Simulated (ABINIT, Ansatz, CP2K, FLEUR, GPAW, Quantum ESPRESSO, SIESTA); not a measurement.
**Code comparison for InSnTe2 (R-3m, 4 atoms in the cell)**

Self-consistent single point.

```
InSnTe2
1.0
    2.23243     1.28889     7.22834
   -2.23243     1.28889     7.22834
    0.00000    -2.57779     7.22834
In Sn Te
1 1 2
Direct
  0.00000   0.00000   0.00000
  0.50000   0.50000   0.50000
  0.74913   0.74913   0.74913
  0.25087   0.25087   0.25087
```

All programs got the same cell, k-point mesh and kind of occupations (in Ansatz's words: kpoints.mp_grid.grid = 6 6 6; scf.occupations.method = fermi_dirac; scf.occupations.width = 0.1 eV); potentials, basis and cutoffs are each program's usual ones.

```
code                                                                                                                                 model  pressure (GPa)  largest force (eV/Å)  k-points           cutoff
----------------  ------------------------------------------------------------------------------------------------------------------------  --------------  --------------------  --------  ---------------
SIESTA            LDA PW92, numerical atomic orbitals TZP, PseudoDojo LDA standard norm-conserving potentials (rewritten from UPF to PSML)           -2.36                 0.002       132      grid 350 Ry
GPAW                                                                         LDA (Perdew-Wang 92), GPAW PAW datasets LDA (gpaw-data 1.0.1)           -3.12                 0.035        32           550 eV
Quantum ESPRESSO                                                                       LDA (PZ), GBRV 1.5 ultrasoft (LDA) pseudopotentials           -3.12                 0.038        32            40 Ry
ABINIT                                                     LDA (PW92), norm-conserving pseudopotentials (PseudoDojo nc-sr-04 LDA standard)           -2.80                 0.034        32            41 Ha
Ansatz                                                                                                 LDA (PW92), PAW files made with PBE           -2.77                 0.038        32          default
FLEUR                                                         LDA (Perdew-Zunger), all-electron FLAPW (FLEUR), scalar-relativistic valence               –                 0.037        32  Kmax 3.8 1/bohr
CP2K                                                  LDA (Pade form), GPW, DZVP-MOLOPT-SR-GTH basis, GTH-PADE potentials (GTH_POTENTIALS)           -2.34                 0.043       112      grid 500 Ry
```

A dash marks a value that a program does not give, or that is left out as unsure.

The spread over the programs that give each value: pressure within 0.78 GPa; largest force within 0.041 eV/Å.

The starting cell comes from a database of computed structures (which also holds hypothetical and non-ambient phases and stackings), without a prior relaxation at this level. On Ansatz's run: Spin-orbit coupling is off.

Q: Why do the programs differ, and what cannot be compared?

A: Differences of this kind can come from the potentials, where these differ, and from what each basis and cutoff leave unconverged. The valence holds different numbers of electrons (SIESTA 59, GPAW 39, Quantum ESPRESSO 39, ABINIT 59, Ansatz (a quantum-chemistry and plane-wave program) 59, FLEUR 59, CP2K 29). The zero of total energies and Fermi levels follows the potentials and each program's conventions, so they are not compared here. SIESTA and CP2K use small atom-centred bases, whose incompleteness enters pressures, forces and empty levels differently from a plane-wave cutoff. FLEUR treats all electrons, but the usual bases taken here (sphere radii, linearisation, local orbitals, empty states) were not tested for convergence, so the values are no reference for the others. Ansatz's pressure is given at a fixed set of plane waves, as the other plane-wave codes print theirs. The same LDA comes in different parametrisations, which differ slightly. The programs reduce the same mesh by symmetry to different extents, which changes the work and not the result.

Keys are those of Ansatz 0.2.
